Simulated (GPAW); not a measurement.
**Converging the k-point mesh at a smearing width of 0.05 eV: W (Im-3m, 1 atom in the cell)**

```
CELL_PARAMETERS angstrom
     -1.57210     1.57210     1.57210
      1.57210    -1.57210     1.57210
      1.57210     1.57210    -1.57210
ATOMIC_POSITIONS crystal
  W  0.00000 0.00000 0.00000
```

Level of theory: PBE, GPAW PAW datasets PBE (gpaw-data 1.0.1) (plane waves; GPAW 25.7.0).

Base settings: mode = pw; ecut = 600 eV; xc = PBE; kpts = 13 13 13; mesh shift (steps) = 0 0 0; occupations.name = fermi-dirac; occupations.width = 0.1 eV; nbands = -5; symmetry.symmorphic = false; symmetry.tolerance = 0.0005.

In this ladder: occupations.width = 0.05 eV.

The second cell is the first with its lattice scaled by 0.98.

Only quantities that move along the ladder and can be compared are tabulated.

The count of work is k-points × plane waves × bands × iterations; it is no time. Core times come from one kind of shared machine, to one figure; runs under 30 s give none.

The starting cell has typed, rounded lattice constants, without a prior relaxation at this level. Its lattice was rescaled by up to half a per cent. Spin polarisation is off. In the base run, with a pressure of about 12 GPa the cell is away from its equilibrium volume at this level.

| kpts | free energy less the last step's (meV/atom) | energy of the compressed cell less the first (meV/atom) | pressure (GPa) | count of work / last | core time / last (rough) |
|---|---|---|---|---|---|
| 5 5 5 | -48.58 | 135.44 | 12.01 | 0.0086 | – |
| 6 6 6 | -51.29 | 122.01 | 9.95 | 0.014 | – |
| 8 8 8 | 2.65 | 138.58 | 12.61 | 0.023 | – |
| 9 9 9 | -13.53 | 132.78 | 11.69 | 0.030 | – |
| 11 11 11 | 21.47 | 134.49 | 12.12 | 0.054 | – |
| 13 13 13 | -13.04 | 133.37 | 11.69 | 0.074 | – |
| 16 16 16 | -3.43 | 132.44 | 11.63 | 0.13 | – |
| 19 19 19 | -1.43 | 132.75 | 11.74 | 0.19 | – |
| 24 24 24 | -0.94 | 133.65 | 12.00 | 0.33 | 0.4 |
| 29 29 29 | 1.01 | 133.73 | 11.95 | 0.53 | 0.3 |
| 35 35 35 | 0.00 | 134.02 | 12.00 | 1.0 | 1 |

Coarsest kpts that holds the free energy within 5 meV/atom of the last step, with all finer ones: 16 16 16, at 0.13 of the last step's count of work; the step before is off by 13 meV/atom.

State of the energy of the compressed cell less the first at the end of the ladder: still drifting one way, by 0.37 meV/atom over the last two steps, so the last step is no safe reference.

Coarsest kpts that holds the pressure within 0.5 GPa of the last step, with all finer ones: 9 9 9, at 0.030 of the last step's count of work; the step before is off by 0.61 GPa.
